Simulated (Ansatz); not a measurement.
A periodic model of amorphous In9Ga9Zn9O37Ca:

```
CELL_PARAMETERS angstrom
      9.25495     0.22894     0.07305
      0.22894     9.31455    -0.13251
      0.07305    -0.13251     9.55947
ATOMIC_POSITIONS crystal
  In 0.94053 0.87556 0.18985
  In 0.28328 0.91838 0.16985
  In 0.50769 0.42265 0.44784
  In 0.84183 0.94971 0.79756
  In 0.58873 0.64643 0.14638
  In 0.56195 0.07126 0.18976
  In 0.18784 0.66054 0.96314
  In 0.21879 0.57385 0.31957
  In 0.55203 0.14887 0.78550
  Ga 0.20589 0.01217 0.80752
  Ga 0.37303 0.11046 0.52058
  Ga 0.66744 0.69164 0.62477
  Ga 0.02741 0.13933 0.03511
  Ga 0.88601 0.54793 0.81729
  Ga 0.78684 0.26083 0.28099
  Ga 0.50596 0.51550 0.83707
  Ga 0.77491 0.95386 0.44722
  Ga 0.89670 0.53648 0.15458
  Zn 0.44622 0.80460 0.42003
  Zn 0.10194 0.95532 0.50816
  Zn 0.27414 0.66779 0.62401
  Zn 0.33160 0.30866 0.03078
  Zn 0.89774 0.48311 0.48625
  Zn 0.12100 0.24921 0.32961
  Zn 0.47495 0.82543 0.89533
  Zn 0.85196 0.23945 0.64044
  Zn 0.71732 0.31901 0.99856
  O  0.24506 0.78702 0.46717
  O  0.83303 0.71929 0.72720
  O  0.95145 0.41433 0.67765
  O  0.62390 0.93805 0.84117
  O  0.50107 0.86653 0.11911
  O  0.95447 0.96118 0.98898
  O  0.15357 0.73916 0.17005
  O  0.40912 0.00808 0.35028
  O  0.39838 0.35708 0.83720
  O  0.91657 0.27261 0.42206
  O  0.24100 0.36633 0.20554
  O  0.95216 0.86375 0.40766
  O  0.17015 0.18910 0.90999
  O  0.77126 0.03771 0.26609
  O  0.52563 0.20038 0.02142
  O  0.49078 0.24727 0.58878
  O  0.69810 0.50316 0.89014
  O  0.77420 0.19784 0.83484
  O  0.99440 0.53775 0.98197
  O  0.37183 0.02004 0.69714
  O  0.76424 0.06088 0.60550
  O  0.71695 0.45439 0.18426
  O  0.26799 0.87888 0.93869
  O  0.45244 0.61210 0.31661
  O  0.63861 0.81823 0.48117
  O  0.42254 0.61685 0.99408
  O  0.99459 0.54363 0.32232
  O  0.79774 0.71980 0.13941
  O  0.28815 0.47581 0.50842
  O  0.05023 0.96657 0.70643
  O  0.16334 0.59378 0.76553
  O  0.90112 0.27366 0.11386
  O  0.48458 0.67079 0.71378
  O  0.59045 0.25580 0.31870
  O  0.69110 0.51064 0.53788
  O  0.17801 0.16043 0.50837
  O  0.11226 0.06559 0.20230
  Ca 0.19684 0.35430 0.69444
```

Methods: PBE, scalar-relativistic without spin-orbit coupling (Ansatz, a quantum-chemistry and plane-wave program); r2SCAN, scalar-relativistic without spin-orbit coupling (Ansatz); HSE06, scalar-relativistic without spin-orbit coupling (Ansatz). Neutral PBE cell, which sets geometry, pressure and energy: sampling: a 2×2×2 Γ-centred mesh; Fermi-Dirac width 0.02 eV; no spin polarisation. Exact exchange is cut at the faces of this 9 Å cell, which leaves hybrid gaps a finite-size error.

The cell was made by melting and quenching with the CHGNet potential and then relaxed with DFT. O atoms were pushed apart under 1.9 Å during the dynamics, to hinder bonds among them. The hot cell started wider than the set density and was brought back towards it in steps. It is the lowest in DFT energy of 2 quenches. It is a model cell: composition and starting density were chosen by hand, and all elements were melted together. No dispersion term was used. Its density started from a set value of 5.81 and ended at 5.81 g/cm³. The simulated quench (nominally 320 K/ps over its main leg) is rapid and tends to freeze in more defects than a deposited or slowly cooled glass has. A cell of this size samples the disorder only roughly. The volume was held where the preparation left it and the shape relaxed.

Q: Give the pressure and the spacing of the highest filled and lowest empty levels.

A: 
| Item | Value |
|---|---|
| Pressure on a 2×2×2 Γ-centred mesh | 5.68 GPa |
| Largest force and stress component on that mesh (the relaxation ran on the zone centre alone) | 0.07 eV/Å and 5.7 GPa |
| Level gap on a 2×2×2 Γ-centred mesh (PBE) | 0.74 eV |
| Level gap at the zone centre (PBE) | 0.81 eV |
| Level gap at the zone centre (r2SCAN) | 1.23 eV |
| Level gap at the zone centre (HSE06) | 2.37 eV |
| Distance between the nearest levels spread over more than a fifth of the atoms or a third of the atoms of their main element (six at least) (PBE, zone centre) | 1.19 eV |

Q: At PBE and the zone centre, how localised are the states just below and above the Fermi level (participation number: the atoms over which a state spreads)?

A: The highest filled state is spread over 9.4 atoms' worth, largest on O45, with weights by element (charge in smoothed Voronoi cells) O 0.77, Zn 0.20, Ga 0.02. The lowest empty state is spread over 59.0 atoms' worth, largest on In2, with weights by element (charge in smoothed Voronoi cells) O 0.53, In 0.21, Zn 0.14.

At PBE the levels at the filled edge of the gap are localised (band-tail or defect states), and the nearest spread-out levels lie 1.2 eV apart at the zone centre.

Bonds are counted up to In-In 3.12 Å, In-Ga 2.90 Å, In-Zn 2.90 Å, In-O 2.74 Å, In-Ca 3.50 Å, Ga-Ga 2.68 Å, Ga-Zn 2.68 Å, Ga-O 2.26 Å, Ga-Ca 3.28 Å, Zn-Zn 2.68 Å, Zn-O 2.42 Å, Zn-Ca 3.28 Å, O-O 1.58 Å, O-Ca 2.90 Å, Ca-Ca 3.87 Å. Two cations that share two anions don't count as bonded, nor two that share one unless they lie closer than In-In 3.04 Å, In-Ga 2.82 Å, In-Zn 2.82 Å, In-Ca 3.40 Å, Ga-Ga 2.61 Å, Ga-Zn 2.61 Å, Ga-Ca 3.19 Å, Zn-Zn 2.61 Å, Zn-Ca 3.19 Å, Ca-Ca 3.77 Å.

Added carriers, by PBE, scalar-relativistic without spin-orbit coupling (Ansatz) on the zone centre alone. Charged cells keep the cell fixed and stand in a uniform background, with no image correction, at a width of 0.01 eV; where the count is odd the moment is locked at 1 μB, unless the neutral cell bore moments. Each starts from the undistorted neutral geometry alone. PBE's self-interaction favours spread-out carriers, so it can miss traps that a hybrid finds.

Q: What happens at PBE when the cell takes an extra electron and the atoms relax?

A: Relaxation lowers the charged cell by 0.02 eV. The largest moves are O58 0.08 Å, Ga14 0.05 Å, In7 0.05 Å, O46 0.04 Å. The level that holds the added charge spreads over 58.7 atoms' worth, most on In2 (weight 0.04): a carrier spread over the cell. No bond crosses its cut-off with a change of over 0.15 Å (metal-metal contacts aside). Made neutral again at that geometry, the cell lies +0.02 eV from the neutral start.

Q: What happens at PBE when the cell takes a hole and the atoms relax?

A: Relaxation lowers the charged cell by 0.14 eV. The largest moves are O53 0.39 Å, Zn25 0.22 Å, O45 0.19 Å, O31 0.19 Å. The level that was emptied spreads over 11.3 atoms' worth, most on O45 (weight 0.20): a partly localised carrier. Bonds broken: Zn25-O53. Bonds formed: In5-O44. Made neutral again at that geometry, the cell lies +0.21 eV from the neutral start (a closed shell was imposed there, with levels 0.34 eV apart, so this is an upper bound).
